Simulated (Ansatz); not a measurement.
Hf3N4: pressure series

The reference is Hf$_{3}$N$_{4}$ (space group I-43d, No. 220; a = 6.7342 Å).

Cell and atoms are relaxed at each pressure.

All numbers come from PBE in Ansatz (plane waves to 420 eV, PAW, no spin-orbit coupling).

Notes on the quantities. enthalpy: H = E + PV relative to the base's energy.

| change | enthalpy | volume per atom |
|---|---|---|
| base | – | 10.91 Å³ |
| pressure −2 GPa | -0.14 eV/atom | 11.02 Å³ |
| pressure −1 GPa | -0.07 eV/atom | 10.96 Å³ |
| pressure 0.3 GPa | +0.02 eV/atom | 10.89 Å³ |
| pressure 0.7 GPa | +0.05 eV/atom | 10.87 Å³ |
| pressure 1.5 GPa | +0.10 eV/atom | 10.83 Å³ |
| pressure 3 GPa | +0.20 eV/atom | 10.76 Å³ |
| pressure 5 GPa | +0.34 eV/atom | 10.67 Å³ |
| pressure 7.5 GPa | +0.50 eV/atom | 10.57 Å³ |
| pressure 10 GPa | +0.67 eV/atom | 10.47 Å³ |

Load acts through the strain it causes; cell and atoms are relaxed under it. No phonon test of stability was made. Competing high-pressure phases were not computed.

Ansatz is a first-principles code.
